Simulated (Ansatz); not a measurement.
# PBE-D3(BJ) against r2SCAN+rVV10: TiTe2, biaxial strain −1.09 %, plane normal [001], relaxed out of plane

Take TiTe₂ in the CdI2 type structure (space group P-3m1, No. 164; a = 3.698 Å, c = 6.384 Å; layered, stacked along the Cartesian z axis; relaxed with 0.1 eV smearing) as the base. Axes: x lies along a and z along c of the hexagonal cell.

(Cell as relaxed with PBE-D3(BJ).)

Levels (all Ansatz, a quantum-chemistry and plane-wave program, PAW, earlier PAW set): PBE-D3(BJ) (420 eV, without spin-orbit coupling); r2SCAN+rVV10 (500 eV, spin-orbit coupling left out).

Each level relaxes its own structure.

```json
[
 {"base": "volume per atom", "PBE-D3(BJ)": "25.21 Å³", "r2SCAN+rVV10": "27.31 Å³"},
 {"base": "lattice parameter a", "PBE-D3(BJ)": "3.698 Å", "r2SCAN+rVV10": "3.782 Å"},
 {"base": "band gap", "PBE-D3(BJ)": "zero", "r2SCAN+rVV10": "zero"}
]
```

One thing is altered: compressive biaxial strain of 1.09 % in the plane normal to [001], as in epitaxy on a mismatched substrate; the out-of-plane cell vector and the atoms relax.

| quantity | PBE-D3(BJ) | r2SCAN+rVV10 |
|---|---|---|
| out-of-plane strain | +0.82 % | +1.02 % |
| shortest interatomic distance | 2.742 Å | 2.759 Å |
| pressure (mean of the normal stresses, compression positive) | 0.7 GPa | 0.7 GPa |

PBE-D3(BJ)'s out-of-plane strain lies 0.20 % below r2SCAN+rVV10's; PBE-D3(BJ)'s shortest interatomic distance lies 0.017 Å below r2SCAN+rVV10's (0.6 %); the two agree on the pressure. Neither level is exact; r2SCAN+rVV10 is the comparison here, not a measurement.

Whether these cells are dynamically stable was not tested. All final runs are without spin polarisation.
